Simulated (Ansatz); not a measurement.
# Short convergence ladders for CrGa4 (I4mm, 5 atoms in the cell)

```yaml
crystal:
  lattice:
    - [-2.81304, 2.81304, 2.81304]
    - [2.81304, -2.81304, 2.81304]
    - [2.81304, 2.81304, -2.81304]
  atoms:
    - { symbol: Cr, position: [0.00889, 0.00889, 0.00000] }
    - { symbol: Ga, position: [0.00000, 0.00000, 0.50000] }
    - { symbol: Ga, position: [0.00000, 0.50000, 0.00000] }
    - { symbol: Ga, position: [0.50000, 0.50000, 0.50000] }
    - { symbol: Ga, position: [0.50000, 0.00000, 0.00000] }
```

Base method: LDA (PW92), default PAW files made with PBE (plane waves; Ansatz, a program for electronic structure).

Base settings: basis.ecutwfc = 420 eV; kpoints.mp_grid.grid = 8 8 8; hamiltonian.xc = lda; hamiltonian.pseudopotentials = {kind: paw} (the program's default PAW files); scf.occupations.method = fermi_dirac; scf.occupations.width = 0.1 eV.

The count of work is k-points × plane waves × bands × iterations; it is no time. Core times come from one kind of shared machine, to one figure; runs under 30 s give none.

**The k-point mesh at a smearing width of 0.02 eV**

In this ladder: scf.occupations.width = 0.02 eV.

Only quantities that move along the ladder and can be compared are tabulated.

| kpoints.mp_grid.grid | free energy less the last step's (meV/atom) | pressure (GPa) | largest difference of a force vector from the last step's (eV/Å) | count of work / last | core time / last (rough) |
|---|---|---|---|---|---|
| 3 3 3 | -10.26 | -5.62 | 0.035 | 0.0082 | – |
| 4 4 4 | -7.47 | -5.43 | 0.007 | 0.018 | – |
| 5 5 5 | -3.23 | -5.36 | 0.003 | 0.025 | – |
| 6 6 6 | -1.39 | -5.32 | 0.003 | 0.041 | – |
| 8 8 8 | 0.00 | -5.30 | 0.001 | 0.092 | – |
| 9 9 9 | 0.18 | -5.30 | 0.000 | 0.10 | – |
| 11 11 11 | 0.20 | -5.30 | 0.000 | 0.17 | 0.2 |
| 16 16 16 | 0.00 | -5.31 | 0.001 | 0.54 | 0.6 |
| 20 20 20 | 0.00 | -5.31 | 0.000 | 1.0 | 1 |

Coarsest kpoints.mp_grid.grid that holds the forces within 0.02 eV/Å of the last step, with all finer ones: 4 4 4, at 0.018 of the last step's count of work; the step before is off by 0.035 eV/Å.

Coarsest kpoints.mp_grid.grid that holds the free energy within 2 meV/atom of the last step, with all finer ones: 6 6 6, at 0.041 of the last step's count of work; the step before is off by 3.2 meV/atom.

Coarsest kpoints.mp_grid.grid that holds the pressure within 0.2 GPa of the last step, with all finer ones: 4 4 4, at 0.018 of the last step's count of work; the step before is off by 0.31 GPa.

**The width of Fermi-Dirac smearing**

In this ladder: kpoints.mp_grid.grid = 13 13 13.

Narrow widths need finer meshes than wide ones, so the last steps can hold mesh noise.

Only quantities that move along the ladder and can be compared are tabulated; pressure and forces are left out, as mesh noise rules them at narrow widths.

| scf.occupations.width | free energy less the last step's (meV/atom) | energy extrapolated to zero width less the last step's (meV/atom) | core time / last (rough) |
|---|---|---|---|
| 1 eV | -810.49 | 84.78 | 2 |
| 0.5 eV | -146.47 | 54.76 | 1 |
| 0.3 eV | -32.91 | 16.46 | 1 |
| 0.2 eV | -9.80 | 4.04 | 1.0 |
| 0.1 eV | -1.38 | 0.20 | 0.9 |
| 0.05 eV | 0.00 | 0.00 | 1 |

Widest scf.occupations.width that holds the energy extrapolated to zero width within 0.5 meV/atom of the last step, with all finer ones: 0.1 eV; the step before is off by 4.0 meV/atom.

Widest scf.occupations.width that holds the free energy within 5 meV/atom of the last step, with all finer ones: 0.1 eV; the step before is off by 9.8 meV/atom.

**The width of cold smearing**

In this ladder: kpoints.mp_grid.grid = 13 13 13; scf.occupations.method = cold.

Narrow widths need finer meshes than wide ones, so the last steps can hold mesh noise.

Only quantities that move along the ladder and can be compared are tabulated; pressure and forces are left out, as mesh noise rules them at narrow widths.

| scf.occupations.width | free energy less the last step's (meV/atom) | core time / last (rough) |
|---|---|---|
| 0.3 eV | 6.16 | 1.0 |
| 0.2 eV | 1.57 | 1 |
| 0.1 eV | 0.04 | 1 |
| 0.05 eV | 0.00 | 1 |

Widest scf.occupations.width that holds the free energy within 0.5 meV/atom of the last step, with all finer ones: 0.1 eV; the step before is off by 1.6 meV/atom.

On the base run: the starting cell comes from a database of computed structures (which also holds hypothetical and non-ambient phases and stackings), without a prior relaxation at this level. Its lattice was rescaled by up to half a per cent. One atom was moved a little off its site on purpose. Spin polarisation is off. In the base run, with a pressure of about -5 GPa the cell is away from its equilibrium volume at this level. Ansatz's pressure includes its estimate of the finite-basis (Pulay) stress.

Left out of this page: 4 runs of the series outside the window shown, repeating another row's setting, or not comparable; 2 runs of the series unsound by tests on forces, stress, charge or solver warnings.

Keys are those of Ansatz 0.2.
